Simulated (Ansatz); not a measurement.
Mo, response to strain

The reference is Mo in the bcc (W type) structure (space group Im-3m, No. 229; a = 3.1300 Å; relaxed with 0.1 eV smearing). Axes: x, y, z lie along the cube axes.

Strains are applied to the cell and any free atomic positions relax; under biaxial strain the out-of-plane vector relaxes too; under stress the whole cell relaxes.

Computed with PBEsol in Ansatz (plane waves to 420 eV, PAW, without spin-orbit coupling).

Notes on the quantities. energy relative to the base: free energy F; pressure: mean of the normal stresses, compression positive.

```tsv
variant	space group	energy relative to the base	pressure	shortest interatomic distance
base	Im-3m (No. 229)	0 meV/atom	0.0 GPa	2.711 Å
biaxial strain +0.35 %, plane normal [001], relaxed out of plane	I4/mmm (No. 139)	+0.6 meV/atom	?	2.715 Å
biaxial strain +1.04 %, plane normal [001], relaxed out of plane	I4/mmm (No. 139)	+5.5 meV/atom	-3.6 GPa	2.723 Å
isotropic strain +1.10 %	Im-3m (No. 229)	+14 meV/atom	-8.6 GPa	2.740 Å
uniaxial stress, 3 GPa tension along z	I4/mmm (No. 139)	?	–	2.714 Å
```

Q: Complete the table.

A: 
- biaxial strain +0.35 %, plane normal [001], relaxed out of plane, pressure: -1.3 GPa
- uniaxial stress, 3 GPa tension along z, energy relative to the base: +1.1 meV/atom

Stability under load was not tested beyond the relaxation. The final runs are not spin-polarised.

Ansatz is a program for electronic structure.
